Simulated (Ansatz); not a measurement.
**Converging the plane-wave cutoff: LuTlSe₂ (R3m, 4 atoms in the cell)**

```
LuTlSe2
1.0
    2.04566     1.18107     7.76154
   -2.04566     1.18107     7.76154
    0.00000    -2.36213     7.76154
Lu Tl Se
1 1 2
Direct
  0.00215   0.00215   0.00215
  0.50000   0.50000   0.50000
  0.73314   0.73314   0.73314
  0.26686   0.26686   0.26686
```

Level of theory: LDA (PW92), default PAW files made with PBE (plane waves; Ansatz, an electronic-structure program).

Base settings: basis.ecutwfc = 420 eV; kpoints.mp_grid.grid = 5 5 5; hamiltonian.xc = lda; hamiltonian.pseudopotentials = {kind: paw} (the program's default PAW files); scf.occupations.method = fixed.

The second cell is the first with its lattice scaled by 0.98.

The mesh stays at the base's, so the ladder's end is converged at best in this setting alone.

The first pressure column holds Ansatz's estimate of the finite-basis (Pulay) stress, which hides part of the cutoff error; the other is without it.

Only quantities that move along the ladder and can be compared are tabulated.

The count of work is k-points × plane waves × bands × iterations; it is no time. 

The starting cell comes from a database of computed structures (which also holds hypothetical and non-ambient phases and stackings), without a prior relaxation at this level. Its lattice was rescaled by up to half a per cent. One atom was moved a little off its site on purpose. In the base run, with a pressure of about -4 GPa the cell is away from its equilibrium volume at this level.

| basis.ecutwfc | free energy less the last step's (meV/atom) | energy of the compressed cell less the first (meV/atom) | pressure (GPa) | pressure without the Pulay estimate (GPa) | largest difference of a force vector from the last step's (eV/Å) | count of work / last |
|---|---|---|---|---|---|---|
| 145 eV | 28438.89 | -89.05 | 11.28 | -533.38 | 1.101 | 0.057 |
| 170 eV | 12464.62 | -55.60 | -4.81 | -262.54 | 0.689 | 0.080 |
| 190 eV | 6547.99 | -64.93 | -3.82 | -163.22 | 0.196 | 0.092 |
| 210 eV | 3223.90 | -65.62 | -3.41 | -100.96 | 0.146 | 0.11 |
| 230 eV | 1425.19 | -31.28 | -3.81 | -57.62 | 0.081 | 0.11 |
| 250 eV | 566.64 | -22.82 | -3.69 | -29.89 | 0.054 | 0.12 |
| 295 eV | 49.26 | -23.34 | -3.72 | -6.98 | 0.012 | 0.16 |
| 335 eV | 5.39 | -24.54 | -3.80 | -4.10 | 0.003 | 0.19 |
| 380 eV | 2.07 | -24.79 | -3.82 | -3.86 | 0.001 | 0.23 |
| 420 eV | 1.19 | -24.86 | -3.83 | -3.86 | 0.000 | 0.27 |
| 460 eV | 0.60 | -24.87 | -3.83 | -3.85 | 0.000 | 0.31 |
| 505 eV | 0.33 | -24.87 | -3.83 | -3.83 | 0.000 | 0.35 |
| 565 eV | 0.20 | -24.87 | -3.83 | -3.83 | 0.000 | 0.41 |
| 630 eV | 0.11 | -24.88 | -3.83 | -3.83 | 0.000 | 0.50 |
| 735 eV | 0.05 | -24.88 | -3.83 | -3.83 | 0.000 | 0.61 |
| 840 eV | 0.02 | -24.88 | -3.83 | -3.83 | 0.000 | 0.76 |
| 1010 eV | 0.00 | -24.88 | -3.83 | -3.83 | 0.000 | 1.0 |

Coarsest basis.ecutwfc that holds the pressure without the Pulay estimate within 1 GPa of the last step, with all finer ones: 335 eV, at 0.19 of the last step's count of work; the step before is off by 3.2 GPa.

Coarsest basis.ecutwfc that holds the free energy within 5 meV/atom of the last step, with all finer ones: 380 eV, at 0.23 of the last step's count of work; the step before is off by 5.4 meV/atom.

Coarsest basis.ecutwfc that holds the energy of the compressed cell less the first within 0.5 meV/atom of the last step, with all finer ones: 335 eV, at 0.19 of the last step's count of work; the step before is off by 1.5 meV/atom.

The energy difference between the two cells stays within 1 meV/atom of the last step's from 335 eV on, the total only from 460 eV on: much of the error is common to both cells and cancels.

At the lowest cutoff the pressure without the Pulay estimate lies 530 GPa under the last step's, the usual sign of Pulay stress in an incomplete plane-wave basis.

Keys are those of Ansatz 0.2.
